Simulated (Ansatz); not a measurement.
Consider this model of amorphous Ge20S40Cu4.

```xyz
64
Lattice="11.1494 0.1474 0.1095 0.1474 10.8580 0.1426 0.1095 0.1426 12.3543" Properties=species:S:1:pos:R:3 pbc="T T T"
Ge     7.0546     9.1888     4.8577
Ge     2.5849     4.3155     5.2406
Ge     5.6210     5.7198    12.4240
Ge     8.0935     3.7888     4.0742
Ge    10.5566     9.9931    10.9839
Ge     5.5365    10.0360    10.3479
Ge     4.6484     7.4311     8.9790
Ge    10.5043     5.6808     1.2819
Ge     4.0959    10.3835     6.4655
Ge     7.7833     6.4347     7.1734
Ge     9.8819     7.1215     4.5385
Ge     9.2876     9.9121     2.3153
Ge     7.8134     1.4104     6.7276
Ge    11.0123     2.5425     6.3492
Ge     4.0178     5.5673     2.8518
Ge    10.8598     3.1481    11.2794
Ge     4.8052     1.3150     0.3829
Ge     4.3600     4.3678     8.2978
Ge     1.0011     0.3115     0.7657
Ge     6.7566     2.3323    10.6355
S     10.2960     5.1283     3.5243
S      1.9657    10.0908     5.7724
S      5.1609     7.1602     1.8342
S      8.7100     9.0206     0.2084
S      2.1822     4.3464     7.4051
S      3.9615     4.1653     1.1277
S      4.8314     4.2315     4.5762
S     10.8692     8.7802     3.3540
S      3.5488     1.5259     2.3299
S      7.7564     5.5569     9.5378
S      7.6735     7.1586     4.1039
S      9.9792     1.2798    10.1960
S      9.3514     3.8853     0.5244
S     10.3260     8.5212     9.3986
S     10.1018     0.9703     1.6200
S      1.3593     9.5659    11.8926
S      4.5200     2.5769    10.7613
S      2.6859    10.5628     2.4847
S      6.9953     1.8127     0.4885
S      7.9690     9.7727     6.7828
S      6.4532     8.0062    10.1886
S      9.2138     1.7330     4.7516
S      1.3311     6.1996     0.7462
S      4.6939    10.1233    12.3950
S      8.1726     3.5422     9.3955
S      1.4424     2.5666     4.4495
S      3.7771     9.6156     8.8046
S      7.2811    10.5382     3.0746
S      1.6440     2.4483    12.2480
S      8.9161     7.0489    12.4928
S     11.2409     4.7564     9.7976
S      3.5734     5.9317    10.2283
S      8.0638     4.2716     6.3529
S      0.5791    10.8573     7.0831
S      7.0952     0.3792     9.5351
S      5.0791     1.4378     6.3263
S      4.8267     8.9070     4.9536
S      5.0235     6.4128     7.0711
S      2.2708     6.2478     4.0928
S     10.6555     7.0917     6.5472
Cu     9.8014     6.5106    10.3363
Cu    10.1883     9.2677     7.1707
Cu     1.4225     5.7599    11.0036
Cu     4.5936     2.0009     4.2275
```

These are PBE-D3(BJ), scalar-relativistic without spin-orbit coupling (plane waves to 420 eV, PAW; Ansatz, a quantum-chemistry and plane-wave program) values and carry that method's errors.

Preparation: random packing, a CHGNet melt and quench, and a DFT relaxation. The hot cell started wider than the set density and was brought back towards it in steps. It is the lowest in DFT energy of 3 quenches. It is a model cell: composition and starting density were chosen by hand, and all elements were melted together. The geometry includes D3(BJ) dispersion. Its density started from a set value of 2.91 and ended at 3.32 g/cm³. The simulated quench (nominally 64 K/ps over its main leg) is rapid and tends to freeze in more defects than a deposited or slowly cooled glass has. Values belong to this one cell and scatter from quench to quench. Volume and shape were free in the relaxation.

Bonds are counted up to Ge-Ge 2.85 Å, Ge-S 2.74 Å, Ge-Cu 3.02 Å, S-S 2.39 Å, S-Cu 2.84 Å, Cu-Cu 3.17 Å.

Problem. Give the coordination numbers, mean bond lengths and angles.

Solution. 
```yaml
Mean coordination of Ge: 3.55 (3 with 2, 3 with 3, 14 with 4)
Mean coordination of S: 2.33 (27 with 2, 13 with 3)
Mean coordination of Cu: 4.00 (1 with 3, 2 with 4, 1 with 5)
Mean Ge-S bond: 2.305 Å (spread 0.109 Å, 71 counted)
Mean S-Cu bond: 2.291 Å (spread 0.066 Å, 14 counted)
Mean S-S bond: 2.080 Å (spread 0.024 Å, 4 counted)
Mean Cu-Cu bond: 2.940 Å (spread 0.000 Å, 1 counted)
Bond angle at Ge: mean 107.1°, spread 11.0°
Bond angle at S: mean 102.9°, spread 12.8°
Bond angle at Cu: mean 107.9°, spread 23.6°
```

Problem. List the pairs of like atoms that count as bonded by the rules above.

Solution. S22-S54 (2.06 Å), S24-S50 (2.12 Å), S29-S38 (2.08 Å), S30-S45 (2.06 Å), Cu61-Cu63 (2.94 Å).
